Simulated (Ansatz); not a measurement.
The reference is Pt in the fcc (Cu type) structure (space group Fm-3m, No. 225; a = 3.9183 Å).

Levels (all Ansatz, a program for electronic structure, PAW): PBEsol (420 eV, without spin-orbit coupling); r2SCAN (500 eV, without spin-orbit coupling).

The geometry is relaxed with PBEsol.

| Item | Result |
|---|---|
| PBEsol pressure | 0.0 GPa |

How does going to r2SCAN change the pressure?

The pressure goes from zero to 4.8 GPa.

Single points use the geometry relaxed with PBEsol. Their cutoffs differ, which shifts pressures a little. Stability against distortions was not tested. All final runs are without spin polarisation.
